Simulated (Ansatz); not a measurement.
Take InP (space group P4_2/mnm, No. 136; a = 7.1750 Å, c = 4.1627 Å; a hypothetical phase, not in the database extracts checked) as the base.

Method: PBEsol, PAW, 420 eV (Ansatz, an electronic-structure program; without spin-orbit coupling).

For the base:

| Quantity | Value |
|---|---|
| Gap between the host's bands | 0.71 eV |
| Gap character | direct at Γ |

Now apply this change: electron doping at 1.0×10^22 cm⁻³ (2.14 per cell), with a uniform compensating background at fixed cell and a 300 K Fermi–Dirac width.

What happens to the Fermi level from band edge, largest internal atomic displacement, gap between the host's bands and gap character?

The Fermi level relative to the doped band's edge (positive inside the band; to 0.05 eV) is +1.40 eV; the largest internal atomic displacement amounts to 0.060 Å; the gap between the host's bands falls by 0.08 eV (0.71 eV → 0.63 eV); the gap character remains direct at Γ.

Charged cell with a jellium background: band edges are those of the host's band count, energies are not comparable with the neutral cell, and many-body gap narrowing is missing. Stability against distortions was not tested.
